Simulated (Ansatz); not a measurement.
# Ti2O3 in the corundum structure (space group R-3c, No. 167)

```yaml
crystal:
  lattice:
    - [2.51933, 1.45454, 4.62714]
    - [-2.51933, 1.45454, 4.62714]
    - [0.00000, -2.90907, 4.62714]
  atoms:
    - { symbol: Ti, position: [0.84541, 0.84541, 0.84541] }
    - { symbol: Ti, position: [0.15459, 0.15459, 0.15459] }
    - { symbol: Ti, position: [0.65459, 0.65459, 0.65459] }
    - { symbol: Ti, position: [0.34541, 0.34541, 0.34541] }
    - { symbol: O, position: [0.06181, 0.43819, 0.75000] }
    - { symbol: O, position: [0.93819, 0.56181, 0.25000] }
    - { symbol: O, position: [0.75000, 0.06181, 0.43819] }
    - { symbol: O, position: [0.25000, 0.93819, 0.56181] }
    - { symbol: O, position: [0.43819, 0.75000, 0.06181] }
    - { symbol: O, position: [0.56181, 0.25000, 0.93819] }
```

Computed with Ansatz (a first-principles code) PBEsol, without spin-orbit coupling. k-mesh 11×11×11 (Γ-centred); smearing 0.05 eV (Fermi–Dirac).

```json
{
  "volume_per_atom": "10.17 Å³",
  "density": "4.69 g/cm³",
  "band_gap": "zero",
  "total_energy": "-1327.536 eV/atom (σ→0; compares only within this code and set-up)"
}
```

No phonon test of stability was made. No Hubbard U is applied, and correlation can decide whether such a compound is a metal. All final runs are without spin polarisation.
